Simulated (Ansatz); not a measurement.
Results of HSE06+SOC (PAW; Ansatz, a quantum-chemistry and plane-wave program) for Bi₂SO₂ (model structure, started from the La2SO2 type, P-3m1, No. 164, 5 atoms in the cell).

Numerical settings: plane-wave cutoff 460 eV, 6×6×4 k mesh (along the axes of the cell as run), Fermi–Dirac smearing 0.01 eV, PAW data made under PBE.

Cell (relaxed with PBEsol):

```yaml
crystal:
  lattice:
    - [3.94099, 0.00000, 0.00000]
    - [-1.97050, 3.41300, 0.00000]
    - [0.00000, 0.00000, 6.76085]
  atoms:
    - { symbol: Bi, position: [0.66667, 0.33333, 0.77693] }
    - { symbol: Bi, position: [0.33333, 0.66667, 0.22307] }
    - { symbol: S, position: [0.00000, 0.00000, 0.50000] }
    - { symbol: O, position: [0.66667, 0.33333, 0.12195] }
    - { symbol: O, position: [0.33333, 0.66667, 0.87805] }
```

Q: Predict the band gap, smallest direct gap on the k points sampled and Γ–Γ gap.

A: 
- band gap = 1.82 eV (indirect)
- smallest direct gap on the k points sampled = 1.93 eV
- Γ–Γ gap = 2.76 eV

Note: the relaxation could raise the start's symmetry but not lower it, so the cell can be a saddle point; cell and atoms aren't relaxed at this level (largest force component 0.19 eV/Å, pressure 0.8 GPa).

Static lattice: no zero-point or thermal effects.

The result took very roughly 14 core-minutes.

A model structure was made by putting elements into a prototype or built by hand; it is no filed structure, need not be a known phase, and can be a saddle point held by its symmetry.
